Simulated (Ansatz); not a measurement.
Ansatz (a first-principles code) run on Cr (P-3m1, 2 atoms in the cell): self-consistent single point.

Method: LDA (PW92), default PAW files made with PBE (plane waves; Ansatz).

The change in words: lattice scaled by 0.98; basis.ecutrho_ratio: default → 8. Reference geometry:
```yaml
crystal:
  lattice:
    - [2.43626, 0.00000, 0.00000]
    - [-1.21813, 2.10986, 0.00000]
    - [0.00000, 0.00000, 4.46821]
  atoms:
    - { symbol: Cr, position: [0.33333, 0.66667, 0.26119] }
    - { symbol: Cr, position: [0.66667, 0.33333, 0.75000] }
```

Reference input (self-consistent single point, DFT, LDA (PW92), plane waves, default PAW files made with PBE): basis.ecutwfc = 420 eV; kpoints.mp_grid.grid = 15 15 8; hamiltonian.xc = lda; hamiltonian.pseudopotentials = {kind: paw} (the program's default PAW files); scf.occupations.method = gaussian; scf.occupations.width = 0.1 eV. This run's input differs from it in these lines:

Ansatz 0.2 input:
```diff
@@ -3,5 +3,5 @@
   lattice:
-    - [2.43625900, 0.00000000, 0.00000000]
-    - [-1.21813000, 2.10986200, 0.00000000]
-    - [0.00000000, 0.00000000, 4.46820500]
+    - [2.38753400, 0.00000000, 0.00000000]
+    - [-1.19376700, 2.06766500, 0.00000000]
+    - [0.00000000, 0.00000000, 4.37884100]
   atoms:
@@ -11,2 +11,3 @@
   ecutwfc: 420.0
+  ecutrho_ratio: 8
 kpoints:
```

Output, abridged:

```
SCF iter   1: F=—  HF=-6645.246136 eV  |F-HF|=—  |Δ(HF+E_count)|=         —  Δρ=9.29e-3  dr2=6.65e-3  ethr=1.77e-3  ⟨swp⟩=3.8  Hψ=12497  notcnv=0
all-band conjugate gradients solve this SCF's bands
preconditioner: auto → none
SCF iter   2: F=—  HF=-6645.245351 eV  |F-HF|=—  |Δ(HF+E_count)|=   7.85e-4  Δρ=5.30e-3  dr2=2.73e-3  ethr=2.38e-5  ⟨swp⟩=1.0  Hψ=4992  notcnv=0
SCF iter   3: F=—  HF=-6645.245081 eV  |F-HF|=—  |Δ(HF+E_count)|=   2.70e-4  Δρ=2.24e-3  dr2=6.89e-4  ethr=9.77e-6  ⟨swp⟩=2.0  Hψ=4604  notcnv=0
SCF iter   4: F=—  HF=-6645.244858 eV  |F-HF|=—  |Δ(HF+E_count)|=   2.24e-4  Δρ=2.19e-4  dr2=7.30e-6  ethr=2.46e-6  ⟨swp⟩=3.0  Hψ=6402  notcnv=0
SCF iter   5: F=—  HF=-6645.244860 eV  |F-HF|=—  |Δ(HF+E_count)|=   2.39e-6  Δρ=1.02e-4  dr2=7.51e-6  ethr=2.61e-8  ⟨swp⟩=2.0  Hψ=5100  notcnv=0
SCF iter   6: F=-6645.244858 eV  HF=-6645.244858 eV  |F-HF|=3.28e-9  |Δ(HF+E_count)|=   2.04e-6  Δρ=1.93e-5  dr2=3.35e-8  ethr=3.57e-10  ⟨swp⟩=3.1  Hψ=12951  notcnv=0
SCF 1 converged in 6 iterations: F = -6645.244858 eV  dr2 = 3.35e-8
Free energy (F): -6645.244858 eV
Internal energy: -6645.228813 eV  (E = F + TS)
E sigma→0 (E₀):  -6645.236835 eV
Entropy (-TS):   -0.016045 eV (-8.023 meV/atom)
Fermi energy:    20.464100 eV
--- Forces (eV/Å), atoms counted from 1 ---
  atom   1  Cr    -0.00000000    -0.00000000    -0.69076011
  atom   2  Cr     0.00000000     0.00000000     0.69076011
--- Stress (GPa, compression-positive) ---
       13.491781      -0.000000       0.000000
       -0.000000      13.491781       0.000000
        0.000000       0.000000       3.606841
  P = ⅓ Tr σ = 10.1968 GPa (101.968 kbar)
  The stress holds the Pulay correction. Without it, at fixed plane waves, as pw.x and ABINIT print it: P = 10.0502 GPa
```

The run converged in 6 iterations. Against the reference run the free energy goes up by 5.6 meV/atom, the pressure goes from -6.69 to 10.20 GPa and the largest force goes from 0.558 to 0.691 eV/Å.

The starting cell comes from a database of computed structures (which also holds hypothetical and non-ambient phases and stackings), without a prior relaxation at this level. Its lattice was rescaled by up to half a per cent. One atom was moved a little off its site on purpose. For this run, on top of that: lattice scaled by 0.98. Spin polarisation is off. Ansatz's pressure includes its estimate of the finite-basis (Pulay) stress.
